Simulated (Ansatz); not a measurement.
```xyz
2
Lattice="-0.0246 1.7857 1.7857 1.7857 -0.0246 1.7857 1.7857 1.7857 -0.0246" Properties=species:S:1:pos:R:3 pbc="T T T"
C     -0.0005    -0.0005    -0.0005
C      0.8872     0.8872     0.8872
```

Computed with r2SCAN, rigid bands (plane waves, PAW, scalar-relativistic; Ansatz, a first-principles code). Condition of this run: biaxial stress in (111) of -22 GPa (compression positive) (the target of the relaxation). How the cell was made: cell and atoms relaxed with PBEsol, then loaded as said.

Question: What conductivity effective mass do dilute electrons have at 300 K?

Answer: 0.39 mₑ.

Question: What conductivity effective mass do dilute holes have at 300 K?

Answer: 0.45 mₑ.

Question: And the band gap?

Answer: 4.25 eV at this level; semilocal functionals usually fall short of the measured gap.

Rigid bands, one relaxation time for all states, no polarons. Spin-orbit coupling is left out. Geometry: cell and atoms relaxed with PBEsol.
